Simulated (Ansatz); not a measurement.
Start from AgBr in the rock salt structure (space group Fm-3m, No. 225).

```yaml
crystal:
  lattice:
    - [0.00000, 2.92042, 2.92042]
    - [2.92042, 0.00000, 2.92042]
    - [2.92042, 2.92042, 0.00000]
  atoms:
    - { symbol: Ag, position: [0.00000, 0.00000, 0.00000] }
    - { symbol: Br, position: [0.50000, 0.50000, 0.50000] }
```

All numbers come from PBE (Ansatz, a first-principles code; PAW; 420 eV plane waves; scalar-relativistic without spin-orbit coupling).

Before the change:

```
Property                        Result
-----------------------------  -------
Width of the top valence band  2.16 eV
```

The change: a hydrostatic pressure of 0.7 GPa.

Q: What does the calculation give for the mean gap deformation potential ΔEg/Δln V and width of the top valence band after the change?

A: The mean gap deformation potential ΔEg/Δln V is +0.4 eV; the width of the top valence band goes up by 0.04 eV (2.16 eV → 2.20 eV).

Load acts through the strain it causes; cell and atoms are relaxed under it. No phonon test of stability was made.
